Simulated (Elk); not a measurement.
A self-consistent single point of CdS (F-43m, 2 atoms in the cell) with Elk.

Level of theory: PBE, all-electron FP-LAPW, Elk's shipped species files, APW+lo basis with extra local orbitals (Elk).

```
CdS
1.0
    0.00000     2.95502     2.95502
    2.95502     0.00000     2.95502
    2.95502     2.95502     0.00000
Cd S
1 1
Direct
  0.00000   0.00000   0.00000
  0.25000   0.25000   0.25000
```

Reference input (self-consistent single point, DFT, PBE, all-electron FP-LAPW, Elk's shipped species files, APW+lo basis with extra local orbitals): xctype = 20; rgkmax = 7.5; stype = 0; swidth = 0.0001 Ha; ngridk = 7 7 7; gmaxvr = 14 1/bohr; nxlo = 2; lorbcnd = true; lmaxi = 3. This run's input differs from it in these lines:

```diff
@@ -45,3 +45,3 @@
 ngridk
-  7 7 7
+  5 5 5
```

The program printed (abridged):

```
│ Self-consistent loop started │
│ Loop number : 1 │
 total energy                :     -5997.92484874
│ Loop number : 2 │
 total energy                :     -5997.99451017
RMS change in Kohn-Sham potential (target) :   0.3135246196     (  0.1000000000E-05)
Absolute change in total energy (target)   :   0.6966143000E-01 (  0.1000000000E-03)
│ Loop number : 3 │
 total energy                :     -5997.78115929
RMS change in Kohn-Sham potential (target) :   0.2989758657     (  0.1000000000E-05)
Absolute change in total energy (target)   :   0.1959355166     (  0.1000000000E-03)
│ Loop number : 4 │
   [... lines left out ...]
Absolute change in total energy (target)   :   0.1865609120E-02 (  0.1000000000E-03)
│ Loop number : 12 │
 total energy                :     -5995.40005033
RMS change in Kohn-Sham potential (target) :   0.1465441814E-05 (  0.1000000000E-05)
Absolute change in total energy (target)   :   0.4354174789E-03 (  0.1000000000E-03)
│ Loop number : 13 │
 total energy                :     -5995.40006505
RMS change in Kohn-Sham potential (target) :   0.6554182162E-06 (  0.1000000000E-05)
Absolute change in total energy (target)   :   0.9413859152E-04 (  0.1000000000E-03)
Convergence targets achieved

│ Loop number : 14 │

Energies :
 Fermi                       :     0.891715390765E-01
 total energy                :     -5995.40007300

Density of states at Fermi energy :   0.8541906237E-05
 (states/Hartree/unit cell)

Estimated indirect band gap :   0.3691836767E-01
 from k-point      1 to k-point      1
Estimated direct band gap   :   0.3691836767E-01
 at k-point      1

Charges :
 core                        :    40.00000000
 valence                     :    24.00000000
 interstitial                :    2.882153504
 muffin-tins (core leakage)
  species :    1 (Cd)
   atom    1                 :    46.62880115     (  0.2588129519E-03)
  species :    2 (S)
   atom    1                 :    14.48904534     (  0.7213175213E-04)
 total in muffin-tins        :    61.11784650
 total calculated charge     :    63.99612535
 total charge                :    64.00000000
 error                       :   0.3874650296E-02

│ Self-consistent loop stopped │
```

The run converged in 14 iterations. The count includes the last loop, which Elk runs after its targets are met. Against the reference run the total energy rises by 5.4 meV/atom and the gap on the mesh moves little (1.008 to 1.005 eV).

The starting cell comes from a database of computed structures (which also holds hypothetical and non-ambient phases and stackings), without a prior relaxation at this level. Its lattice was rescaled by a random factor within 2.5 % of one. Values depend on the basis (sphere radii, cutoffs, local orbitals), which need not be converged.
